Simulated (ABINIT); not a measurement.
ABINIT run on Hf (P6_3/mmc, 2 atoms in the cell): self-consistent single point.

Computed with PBE, spin-orbit coupling, PAW (JTH v2.0 PBE PAW) (plane waves; ABINIT).

```
Hf
1.0
    3.22015     0.00000     0.00000
   -1.61008     2.78873     0.00000
    0.00000     0.00000     5.08893
Hf
2
Direct
  0.33333   0.66667   0.25000
  0.66667   0.33333   0.75000
```

Reference input (self-consistent single point, DFT, PBE, plane waves, PAW (JTH v2.0 PBE PAW)): pseudos = [Hf.GGA_PBE-JTH.xml]; ecut = 20 Ha; pawecutdg = 40 Ha; pawxcdev = 0; occopt = 7; tsmear = 0.136 eV; ngkpt = 16 16 9; nshiftk = 1; shiftk = 0 0 0; potentials = JTH v2.0 PBE PAW; nband = 17; kptopt = 1. This run's input differs from it in these lines:

```diff
@@ -19,6 +19,8 @@
 pawxcdev 0
+nspinor 2
+nspden 1
 occopt 7
 tsmear 0.136 eV
-nband 17
-kptopt 1
+nband 38
+kptopt 4
 ngkpt 16 16 9
```

Log, with long lists cut:

```
--- !BeginCycle
solver: {iscf: 17, nstep: 50, nline: 4, wfoptalg: 10, }
tolerances: {toldfe: 1.00E-09, }
...

     iter   Etot(hartree)      deltaE(h)  residm     nres2
 ETOT  1  -99.061206969887    -9.906E+01 2.184E+00 1.510E+00
 ETOT  2  -100.12869468472    -1.067E+00 7.141E-02 4.184E-01
 ETOT  3  -100.12745692887     1.238E-03 4.085E-02 2.399E-02
 ETOT  4  -100.12753929942    -8.237E-05 2.340E-02 9.948E-04
 ETOT  5  -100.12754054691    -1.247E-06 1.119E-02 2.608E-05
 ETOT  6  -100.12754064762    -1.007E-07 7.883E-03 1.347E-06
 ETOT  7  -100.12754064251     5.108E-09 2.827E-03 1.146E-07
 ETOT  8  -100.12754064257    -5.838E-11 2.341E-03 1.773E-09
 ETOT  9  -100.12754064268    -1.112E-10 4.269E-03 3.310E-11
 At SCF step    9, etot is converged :
  for the second time, diff in etot=  1.112E-10 < toldfe=  1.000E-09

 Cartesian components of stress tensor (hartree/bohr^3)
  sigma(1 1)=  6.85522090E-05  sigma(3 2)=  0.00000000E+00
  sigma(2 2)=  6.85522073E-05  sigma(3 1)=  0.00000000E+00
  sigma(3 3)=  6.65070483E-05  sigma(2 1)=  2.04909092E-12

 ----iterations are completed or convergence reached----

 reduced coordinates (array xred) for    2 atoms
       0.333333333361      0.666666666662      0.250000000000
       0.666666666694      0.333333333328      0.750000000000
 cartesian forces (eV/Angstrom) at end:
    1      0.00000000000000    -0.00000000000000    -0.00000000000000
    2     -0.00000000000000     0.00000000000000    -0.00000000000000
 frms,max,avg= 4.3754582E-26 7.3566575E-26   0.000E+00  0.000E+00  0.000E+00 e/A
   [... lines left out ...]
 Fermi (or HOMO) energy (eV) =  -1.64377   Average Vxc (eV)= -11.31158
   [... lines left out ...]
'-kT*entropy'       : -5.38112037902094E-04
total_energy        : -1.00127536916742E+02
total_energy_eV     : -2.72460884199779E+03
...

-Cartesian components of stress tensor (GPa)         [Pressure= -1.9968E+00 GPa]
- sigma(1 1)=  2.01687528E+00  sigma(3 2)=  0.00000000E+00
- sigma(2 2)=  2.01687523E+00  sigma(3 1)=  0.00000000E+00
- sigma(3 3)=  1.95670459E+00  sigma(2 1)=  6.02863262E-08

 Calculation completed.
```

The run converged in 9 iterations. Against the reference run the pressure goes from -1.65 to -2.00 GPa.

The starting cell comes from a database of computed structures (which also holds hypothetical and non-ambient phases and stackings), without a prior relaxation at this level. Its lattice was rescaled by a random factor within 2.5 % of one.

Cost on one core of a shared machine: roughly 8 min.
